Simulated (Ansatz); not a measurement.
The reference is Y in the hcp (Mg type) structure (space group P6_3/mmc, No. 194).

Y is taken in the hexagonal space group P6₃/mmc (No. 194), the hcp (Mg type) structure, Pearson symbol hP2. Lattice parameters: a = b = 3.6560 Å, c = 5.6783 Å, α = β = 90.00°, γ = 120.00°. Y on 2d sees 12 Y at 3.538–3.656 Å (anticuboctahedral). (Neighbours: up to the widest gap in distance over summed covalent radii, below 1.35, at either atom.)

Method: Kohn–Sham DFT with the PBE functional, run in Ansatz (a first-principles code) with PAW and 420 eV plane waves, scalar-relativistic without spin-orbit coupling.

One change was made to it. Results:

The c/a ratio rises by 0.062 (1.553 → 1.615); the lattice parameter a falls by 0.511 Å to 3.145 Å.

Name the change that was made.
(A) pressure 30 GPa
(B) pressure 75 GPa
(C) pressure 15 GPa

A, pressure 30 GPa. For comparison, the lattice parameter a in the other runs: pressure 75 GPa gives 2.822 Å; pressure 15 GPa gives 3.337 Å.

Load acts through the strain it causes; cell and atoms are relaxed under it. Whether these cells are dynamically stable was not tested. Competing high-pressure phases were not computed. All final runs are without spin polarisation.
